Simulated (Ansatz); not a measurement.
Consider the following.

End structure of a constructed model of the (100) surface of fcc Rh, a layer of Re in place of the second plane (bottom of the slab: a bare face, its two planes held):

```
CELL_PARAMETERS angstrom
      2.70822     0.00000     0.00000
      0.00000     2.70822     0.00000
      0.00000     0.00000    26.00000
ATOMIC_POSITIONS crystal
  Rh 0.50000 0.50000 0.31379
  Rh 0.00000 0.00000 0.38744
  Rh 0.50000 0.50000 0.45960
  Rh 0.00000 0.00000 0.53725
  Re 0.50000 0.50000 0.61000
  Rh 0.00000 0.00000 0.67925
```

Model: 6-atom slab, 9.7 Å thick at the start (thin: gaps and levels are the slab's own), 14x14x1 mesh, Fermi-Dirac 0.1 eV, dipole correction, 2 atoms held, the rest relaxed; symmetry of the start imposed; no spin, no spin-orbit, no U. It is one candidate, not shown to be the stable structure of the face.

Q: What work function of the top face does PBE (Ansatz, an electronic-structure program) give?

A: 4.52 eV
